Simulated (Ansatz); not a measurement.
Start from Zr in the hcp (Mg type) structure (space group P6_3/mmc, No. 194; relaxed with 0.1 eV smearing).

```xyz
2
Lattice="3.1825 0.0000 0.0000 -1.5912 2.7561 0.0000 0.0000 0.0000 5.1235" Properties=species:S:1:pos:R:3 pbc="T T T"
Zr     1.5912     0.9187     3.8426
Zr     0.0000     1.8374     1.2809
```

Cartesian axes are those of the cell as printed.

Method: DFT with PBEsol, PAW potentials and a 420 eV plane-wave cutoff in Ansatz (an electronic-structure program), no spin-orbit coupling.

Modification: uniaxial strain ε_xx = +2.50 %, all other strain components held at zero, atoms relaxed at fixed cell.

### Question
Predict the new stress.

### Answer
The stress (xx, yy, zz, yz, xz, xy; compression positive) amounts to (-3.2, -1.9, -1.8, 0.0, 0.0, 0.0) GPa.

### Question
How does this affect the energy relative to the base?

### Answer
The energy rises by 5.7 meV/atom.

No phonon test of stability was made. All final runs are without spin polarisation.
